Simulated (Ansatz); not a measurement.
Functionals compared on CH3 on the 1x1 (110) surface of bcc Nb, one in a 2x2 cell, started at the site 'hollow Nb-Nb-Nb', in Ansatz (plane waves, PAW). The structure was relaxed with PBE; the other rows are single points on it, each with its references at the same level. Cutoff 420 eV (500 eV for r2SCAN).

Set-up: 20 atoms, 6.8 Å thick at the start under the adsorbate (thin: gaps and levels are the slab's own); mesh 5x5x1; 0.1 eV smearing; dipole correction on; 8 atoms held, the rest relaxed; no symmetry held; no spin, no spin-orbit, no U, no dispersion correction. At the end it is bonded to 3 Nb. In PBE it is, or lies within 0.03 eV of, the lowest of the starts that converged. These notes are the PBE run's. Adsorption energies are against CH4(g) − ½ H2(g). A negative adsorption energy means that the adsorbate is more stable on the surface than in its reference.

```json
[
 {"functional": "PBE", "adsorption energy (eV)": "-0.03", "work function of the top face (eV)": "3.67", "change of the work function (eV)": "-0.80", "rough cost of the single point": "–"},
 {"functional": "RPBE", "adsorption energy (eV)": "0.22", "work function of the top face (eV)": "3.56", "change of the work function (eV)": "-0.78", "rough cost of the single point": "about 110 core-seconds (a rough figure)"},
 {"functional": "r2SCAN", "adsorption energy (eV)": "…", "work function of the top face (eV)": "…", "change of the work function (eV)": "…", "rough cost of the single point": "around 4 core-minutes (rough)"}
]
```

**Question.** Complete the blanks.

**Answer.** 
- r2SCAN, adsorption energy (eV): -0.25
- r2SCAN, work function of the top face (eV): 3.68
- r2SCAN, change of the work function (eV): -0.87

Ansatz is a first-principles code.
